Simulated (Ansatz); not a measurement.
Consider the formation energy of CuI (zinc blende, F-43m) from the elements. Reaction: I (Cmce) + Cu (fcc) → CuI (zinc blende). The sign is products less reactants. The value is per atom of the solid.

CuI (zinc blende, F-43m), 2 atoms in the cell; spin state with PBE: run without spin, k-point mesh 10×10×10 on the run's own vectors.
```cif
data_Cu4I4
_chemical_formula_sum 'Cu4 I4'
_space_group_name_H-M_alt 'F-43m'
_space_group_IT_number 216
_space_group_name_Hall 'F -4 2 3'
_cell_length_a 5.97119
_cell_length_b 5.97119
_cell_length_c 5.97119
_cell_angle_alpha 90.000
_cell_angle_beta 90.000
_cell_angle_gamma 90.000
loop_
_atom_site_label
_atom_site_type_symbol
_atom_site_symmetry_multiplicity
_atom_site_Wyckoff_symbol
_atom_site_fract_x
_atom_site_fract_y
_atom_site_fract_z
_atom_site_occupancy
Cu1 Cu 4 d 0.75000 0.75000 0.75000 1
I1 I 4 a 0.00000 0.00000 0.00000 1
```
(The calculation used a cell of 2 atoms; values per cell refer to that cell.)

I (Cmce), 4 atoms in the cell, k-point mesh 10×10×4 on the run's own vectors. Conventional cell: a = 7.3477 Å, b = 4.4864 Å, c = 9.6503 Å, α = β = γ = 90.00°.

Cu (fcc, Fm-3m), 1 atom in the cell; spin state with PBE: run without spin, k-point mesh 28×28×28 on the run's own vectors. Conventional cell: a = 3.563 Å, b = 3.563 Å, c = 3.563 Å, α = 90.00°, β = 90.00°, γ = 90.00°.

All numbers come from Ansatz (a first-principles code), plane waves with PAW, its default PAW set, cutoff 420 eV, 500 eV for r2SCAN. The structures are at rest with PBE+D3(BJ); other levels are single points on them. HSE06 runs on coarser k-point meshes, mended by the PBE difference between the two meshes. Some cells are metallic or hold partly filled levels, where a hybrid on a coarse mesh is less sure. Neutral cells; Fermi-Dirac smearing of at most 0.10 eV in the solids, energies taken to zero width. The lattices are those relaxed with PBE+D3(BJ), so at other levels the solids can be strained, which adds to the spread. A dispersion term (D3(BJ), or D4 for r2SCAN) was computed beside these levels and is taken off wherever the name lacks it. Static lattices, no vibrational contributions. Spin-orbit coupling is left out. No Hubbard U is applied.

### Question
What is the computed value (PBE+D3(BJ))?

### Answer
-0.05 eV/atom, for I (Cmce) + Cu (fcc) → CuI (zinc blende).

### Question
List the value at the remaining levels and say how far they part.

### Answer
```
Method  value (eV/atom)  less PBE+D3(BJ)
------  ---------------  ---------------
PBE               -0.16            -0.11
r2SCAN            -0.20            -0.15
HSE06             -0.40            -0.35
```

The levels span 0.35 eV/atom, from HSE06 (-0.40) to PBE+D3(BJ) (-0.05).
